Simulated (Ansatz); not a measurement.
## How a calculation on TiO₂ (Pbca, 24 atoms in the cell) responds to its settings

```
TiO2
1.0
    5.21142     0.00000     0.00000
    0.00000     9.30545     0.00000
    0.00000     0.00000     5.52517
Ti O
8 16
Direct
  0.13791   0.37103   0.40258
  0.86209   0.62897   0.59742
  0.36209   0.62897   0.90258
  0.63791   0.37103   0.09742
  0.63791   0.12897   0.59742
  0.36209   0.87103   0.40258
  0.86209   0.87103   0.09742
  0.13791   0.12897   0.90258
  0.46471   0.26971   0.38999
  0.53529   0.73029   0.61001
  0.03529   0.73029   0.88999
  0.96471   0.26971   0.11001
  0.96471   0.23029   0.61001
  0.03529   0.76971   0.38999
  0.53529   0.76971   0.11001
  0.46471   0.23029   0.88999
  0.81663   0.01048   0.85119
  0.18337   0.98952   0.14881
  0.68337   0.98952   0.35119
  0.31663   0.01048   0.64881
  0.31663   0.48952   0.14881
  0.68337   0.51048   0.85119
  0.18337   0.51048   0.64881
  0.81663   0.48952   0.35119
```

Base run A: PBE, PAW files (Ansatz, a program for electronic structure), self-consistent single point.

Its settings: basis.ecutwfc = 30.9 Ry; kpoints.mp_grid.grid = 5 3 5; hamiltonian.xc = pbe; hamiltonian.pseudopotentials = {kind: paw} (the program's default PAW files); scf.occupations.method = gaussian; scf.occupations.width = 0.0037 Ry.

The starting cell comes from a database of computed structures (which also holds hypothetical and non-ambient phases and stackings), without a prior relaxation at this level. Its lattice was rescaled by a random factor within 2.5 % of one. In the base run, with a pressure of about -4 GPa the cell is away from its equilibrium volume at this level. Ansatz's pressure includes its estimate of the finite-basis (Pulay) stress.

A dash stands where there is no value to compare (another energy zero or no entropy term, no result, no spin, no clean gap, or a mesh too coarse for one). 

Runs:
- B: hamiltonian.hubbard.sites: default → [{species: Ti, l: d, u_eff: 1.0}] eV; hamiltonian.hubbard.projectors: default → ortho-atomic [PBE+U]
- C: hamiltonian.hubbard.sites: default → [{species: Ti, l: d, u_eff: 2.0}] eV; hamiltonian.hubbard.projectors: default → ortho-atomic [PBE+U]
- D: hamiltonian.hubbard.sites: default → [{species: Ti, l: d, u_eff: 3.0}] eV; hamiltonian.hubbard.projectors: default → ortho-atomic [PBE+U]
- E: hamiltonian.hubbard.sites: default → [{species: Ti, l: d, u_eff: 4.0}] eV; hamiltonian.hubbard.projectors: default → ortho-atomic [PBE+U]
- F: hamiltonian.hubbard.sites: default → [{species: Ti, l: d, u_eff: 5.0}] eV; hamiltonian.hubbard.projectors: default → ortho-atomic [PBE+U]
- G: hamiltonian.hubbard.sites: default → [{species: Ti, l: d, u_eff: 6.0}] eV; hamiltonian.hubbard.projectors: default → ortho-atomic [PBE+U]
- H: hamiltonian.hubbard.sites: default → [{species: Ti, l: d, u_eff: 7.0}] eV; hamiltonian.hubbard.projectors: default → ortho-atomic [PBE+U]
- I: hamiltonian.hubbard.sites: default → [{species: Ti, l: d, u_eff: 8.0}] eV; hamiltonian.hubbard.projectors: default → ortho-atomic [PBE+U]

```tsv
run	pressure (GPa)	largest force (eV/Å)	gap on the mesh (eV)	Hubbard energy (eV/atom)
A	-4.11	0.221	2.208	–
B	-3.42	0.212	2.302	0.280
C	…	0.211	2.405	0.551
D	-1.91	0.221	2.518	0.813
E	-1.09	0.240	2.642	1.064
F	-0.21	0.270	2.780	1.305
G	…	0.307	2.931	1.534
H	1.71	0.352	3.099	1.751
I	2.77	0.401	3.283	1.955
```

### Question
Fill in the missing entries.

### Answer

- C, pressure (GPa): -2.69
- G, pressure (GPa): 0.72

Keys are those of Ansatz 0.2.
